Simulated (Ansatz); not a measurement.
Start from SrO in the rock salt structure (space group Fm-3m, No. 225).

```
CELL_PARAMETERS angstrom
      0.00000     2.56110     2.56110
      2.56110     0.00000     2.56110
      2.56110     2.56110     0.00000
ATOMIC_POSITIONS crystal
  O  0.00000 0.00000 0.00000
  Sr 0.50000 0.50000 0.50000
```

Computed with PBEsol in Ansatz (plane waves to 420 eV, PAW, no SOC).

Before the change:

The gap character comes out as indirect, Γ → X.

The change: an isotropic linear strain of −4.77 %; the atoms relax in the strained cell.

### Question
How does this affect the gap character?

### Answer
The gap character becomes direct at X (base: indirect, Γ → X).

### Question
What happens to the hole mass?

### Answer
The hole mass (degenerate bands, along [100]) amounts to 0.40, 1.5 mₑ (at X).

Effective masses come from finite differences of ±0.01 Å⁻¹. No phonon test of stability was made.

Ansatz is a quantum-chemistry and plane-wave program.
